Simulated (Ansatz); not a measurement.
Effect of O on a Cd site (antisite), symmetric start on CdO

Start from a 24-atom supercell of CdO in the rock salt structure (space group Fm-3m, No. 225; a = 4.690 Å) at its relaxed geometry.

Perturbation: a neutral O on a Cd site (antisite), symmetric start, atoms relaxed at fixed cell.

Method: Ansatz (a quantum-chemistry and plane-wave program), PBEsol, PAW, cutoff 420 eV, spin-orbit coupling left out. k-mesh 4×3×4 (Γ-centred); smearing 0.05 eV (Fermi–Dirac).

```yaml
largest_displacement_of_a_host_atom_from_its_site_in_the_perfect_cell: 0.16 Å
mean_distance_from_the_defect_site_to_its_nearest_host_atoms: 2.50 Å (base 2.35 Å)
```

The cell is small, so the values are those of an ordered compound at a high defect concentration; dilute-limit values will differ. The defect started on the symmetric site and kept its symmetry, so it may sit on a saddle. The final runs are not spin-polarised. The defect cell is not spin-polarised.
